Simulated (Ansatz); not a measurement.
**Migration barriers: interstitial B in rock-salt TiN, neutral cell**

Consider interstitial B in rock-salt TiN, neutral cell. All values below come from PBE, PAW (plane waves to 420 eV; Ansatz, a program for electronic structure).

Settings: 64 host sites, the relaxed PBE lattice, a 2×2×2 k-point mesh shifted by half a step, smearing 0.10 eV, spin-restricted, no image-charge correction. Energies are static. Sites that were not tried may lie lower.

Barriers: single points on a 4×4×4 k-point mesh shifted by half a step at the bands' geometries (they differ from the bands' own by up to 0.12 eV, and are uncertain by about as much).

| Route | Start site over the lowest site run (eV) | Hop (Å) | Forward barrier (eV) | Backward barrier (eV) | Neighbours at the start | Neighbours at the saddle | Saddle order | Forward, on the band's own sampling (eV) |
|---|---|---|---|---|---|---|---|---|
| a concerted move, in which B travels most | 0.00 | 2.11 | 1.15 | 1.15 | 4 N at 1.60; 4 Ti at 2.17 Å | 2 N at 1.38; Ti at 1.97, Ti at 1.98 Å | not checked, on a symmetry element | 1.27 |

Paths come from CI-NEB runs.  A band can be held on a symmetry element, so unchecked saddle points there may be too high.
